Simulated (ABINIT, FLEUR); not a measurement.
An ABINIT input for a self-consistent single point of KTaO₃ (Pm-3m, 5 atoms in the cell) (DFT, PBEsol, plane waves, PAW (JTH v2.0 PBE PAW, files made for PBE)):

```
# KTaO3, JTH v2.0 PBE PAW
pp_dirpath "./"
pseudos "K.GGA_PBE-JTH.xml, Ta.GGA_PBE-JTH.xml, O.GGA_PBE-JTH.xml"
acell 7.3982437628 7.3982437628 7.3982437628
rprim
         1.0000000000    0.0000000000    0.0000000000
         0.0000000000    1.0000000000    0.0000000000
         0.0000000000    0.0000000000    1.0000000000
natom 5
ntypat 3
znucl 19 73 8
typat 1 2 3 3 3
xred
         0.5000000000    0.5000000000    0.5000000000
         0.0000000000    0.0000000000    0.0000000000
         0.0000000000    0.5000000000    0.0000000000
         0.5000000000    0.0000000000    0.0000000000
         0.0000000000    0.0000000000    0.5000000000
ecut 24 Ha
pawecutdg 48 Ha
pawovlp -1
pawxcdev 0
ixc -116133
occopt 1
nband 24
kptopt 1
ngkpt 6 6 6
nshiftk 1
shiftk 0 0 0
nstep 80
toldfe 1.0e-09
prtwf 0
prtden 0
```

Write the same calculation as an input for FLEUR.

One input that does it (others would too):

Input of the input generator:

```
KTaO3
&input film=f /
3.9149820000 0.0000000000 0.0000000000
0.0000000000 3.9149820000 0.0000000000
0.0000000000 0.0000000000 3.9149820000
1.8897261246
1.0 1.0 1.0

5
19 0.5000000000 0.5000000000 0.5000000000
73 0.0000000000 0.0000000000 0.0000000000
8 0.0000000000 0.5000000000 0.0000000000
8 0.5000000000 0.0000000000 0.0000000000
8 0.0000000000 0.0000000000 0.5000000000

&comp jspins=1 /
&exco xctyp='PBEs' /
&kpt div1=6 div2=6 div3=6 gamma=t /
&end /
```

```xml
<?xml version="1.0" encoding="UTF-8" standalone="no"?>
<fleurInput fleurInputVersion="0.39">
   <comment>
      KTaO3                                                                                               
   </comment>
   <calculationSetup>
      <cutoffs Kmax="4.7" Gmax="16.4" GmaxXC="16.4" numbands="0"/>
      <scfLoop itmax="100" minDistance="0.00001" maxIterBroyd="15" imix="Anderson" alpha="0.05" precondParam="0.0" spinf="2.0"/>
      <coreElectrons ctail="T" frcor="F" kcrel="0" coretail_lmax="0"/>
      <xcFunctional name="PBEs" relativisticCorrections="F"/>
      <magnetism jspins="1"/>
      <soc l_soc="F" theta="0.0" phi="0.0" spav="F"/>
      <expertModes spex="0" secvar="F"/>
      <geometryOptimization l_f="T" forcealpha="1.0" forcemix="BFGS" epsdisp="0.00001" epsforce="0.00001"/>
      <ldaU l_linMix="F" mixParam="0.05" spinf="1.0"/>
   </calculationSetup>
   <cell>
      <bzIntegration valenceElectrons="54.0" mode="hist" fermiSmearingEnergy="0.0001">
         <kPointListSelection listName="default-1"/>
         <!-- k-points included here -->
         <xi:include xmlns:xi="http://www.w3.org/2001/XInclude" href="kpts.xml"> </xi:include>
      </bzIntegration>
      <!-- symmetry operations included here -->
      <xi:include xmlns:xi="http://www.w3.org/2001/XInclude" href="sym.xml"> </xi:include>
      <bulkLattice scale="1.0">
         <bravaisMatrix>
            <row-1>    7.3982437627387574     0.0000000000000000     0.0000000000000000</row-1>
            <row-2>    0.0000000000000000     7.3982437627387574     0.0000000000000000</row-2>
            <row-3>    0.0000000000000000     0.0000000000000000     7.3982437627387574</row-3>
         </bravaisMatrix>
      </bulkLattice>
   </cell>
   <atomSpecies>
      <species name="Potassium (K)" element="K" atomicNumber="19">
         <mtSphere radius="2.68" gridPoints="925" logIncrement="0.013"/>
         <atomicCutoffs lmax="10" lnonsphr="8"/>
         <electronConfig flipSpins="F">
            <coreConfig>(1s1/2) (2s1/2) (2p1/2) (2p3/2)</coreConfig>
            <valenceConfig>(3s1/2) (3p1/2) (3p3/2) (4s1/2)</valenceConfig>
            <stateOccupation state="(4s1/2)" spinUp="0.5" spinDown="0.5"/>
         </electronConfig>
         <energyParameters s="4" p="4" d="3" f="4"/>
         <lo type="SCLO" l="0" n="3" eDeriv="0"/>
         <lo type="SCLO" l="1" n="3" eDeriv="0"/>
      </species>
      <species name="Tantalum (Ta)" element="Ta" atomicNumber="73">
         <mtSphere radius="2.25" gridPoints="777" logIncrement="0.017"/>
         <atomicCutoffs lmax="8" lnonsphr="6"/>
         <electronConfig flipSpins="F">
            <coreConfig>(1s1/2) (2s1/2) (2p1/2) (2p3/2) (3s1/2) (3p1/2) (3p3/2) (4s1/2) (3d3/2) (3d5/2) (4p1/2) (4p3/2) (4d3/2) (4d5/2)</coreConfig>
            <valenceConfig>(5s1/2) (5p1/2) (5p3/2) (6s1/2) (4f5/2) (4f7/2) (5d3/2) (5d5/2)</valenceConfig>
            <stateOccupation state="(5d3/2)" spinUp="0.6" spinDown="0.6"/>
            <stateOccupation state="(5d5/2)" spinUp="0.9" spinDown="0.9"/>
         </electronConfig>
         <energyParameters s="6" p="6" d="5" f="5"/>
         <lo type="SCLO" l="0" n="5" eDeriv="0"/>
         <lo type="SCLO" l="1" n="5" eDeriv="0"/>
         <lo type="SCLO" l="3" n="4" eDeriv="0"/>
      </species>
      <species name="Oxygen (O)" element="O" atomicNumber="8">
         <mtSphere radius="1.27" gridPoints="441" logIncrement="0.024"/>
         <atomicCutoffs lmax="6" lnonsphr="4"/>
         <electronConfig flipSpins="F">
            <coreConfig>(1s1/2)</coreConfig>
            <valenceConfig>(2s1/2) (2p1/2) (2p3/2)</valenceConfig>
            <stateOccupation state="(2p1/2)" spinUp="0.6666666666667" spinDown="0.6666666666667"/>
            <stateOccupation state="(2p3/2)" spinUp="1.3333333333333" spinDown="1.3333333333333"/>
         </electronConfig>
         <energyParameters s="2" p="2" d="3" f="4"/>
      </species>
   </atomSpecies>
   <atomGroups>
      <atomGroup species="Potassium (K)">
         <relPos label="                   1">1.000/2.000 1.000/2.000 1.000/2.000</relPos>
         <force calculate="T" relaxXYZ="TTT"/>
      </atomGroup>
      <atomGroup species="Tantalum (Ta)">
         <relPos label="                   2">.0000000000 .0000000000 .0000000000</relPos>
         <force calculate="T" relaxXYZ="TTT"/>
      </atomGroup>
      <atomGroup species="Oxygen (O)">
         <relPos label="                   3">.0000000000 1.000/2.000 .0000000000</relPos>
         <relPos label="                   4">1.000/2.000 .0000000000 .0000000000</relPos>
         <relPos label="                   5">.0000000000 .0000000000 1.000/2.000</relPos>
         <force calculate="T" relaxXYZ="TTT"/>
      </atomGroup>
   </atomGroups>
   <output dos="F" band="F" slice="F">
      <checks vchk="F" cdinf="F"/>
      <bandDOS minEnergy="-.5*Htr" maxEnergy="0.5*Htr" sigma="0.015" storeEVData="T"/>
      <vacuumDOS vacdos="F" integ="F" star="F" nstars="0" locx1="0.0" locy1="0.0" locx2="0.0" locy2="0.0" nstm="0" tworkf="0.0"/>
      <unfoldingBand unfoldBand="F" supercellX="1" supercellY="1" supercellZ="1"/>
      <plotting iplot="0" polar="F">
         <plot TwoD="T" vec1="  1.0  0.0  0.0" vec2="  0.0  1.0  0.0" vec3="  0.0  0.0  1.0" zero="  0.0  0.0  0.0" file="plot"/>
      </plotting>
      <chargeDensitySlicing numkpt="0" minEigenval="0.0" maxEigenval="0.0" nnne="0" pallst="F"/>
      <specialOutput eonly="F"/>
      <magneticCircularDichroism mcd="F" energyLo="-10.0" energyUp="0.0"/>
   </output>
  <!-- We include the file relax.xml here to enable relaxations (see documentation) -->
  <xi:include xmlns:xi="http://www.w3.org/2001/XInclude" href="relax.xml"> <xi:fallback/> </xi:include>
</fleurInput>
```

Basis, cutoffs, solver keys and any potentials are the target program's own. This input uses DFT, PBEsol, all-electron FLAPW (FLEUR), scalar-relativistic valence. Both were run: gap on the mesh 2.193 eV in ABINIT and 2.233 in FLEUR.

On ABINIT: the starting cell comes from a database of computed structures (which also holds hypothetical and non-ambient phases and stackings), without a prior relaxation at this level. For this run, on top of that: lattice scaled by 0.98. Spin-orbit coupling is off. The potentials were made for another functional than the one used. With a pressure of about 13 GPa the cell is away from its equilibrium volume at this level.

On FLEUR: the starting cell comes from a database of computed structures (which also holds hypothetical and non-ambient phases and stackings), without a prior relaxation at this level. For this run, on top of that: lattice scaled by 0.98. Spin-orbit coupling is off. Values depend on the basis (sphere radii, cutoffs, local orbitals), which need not be converged.
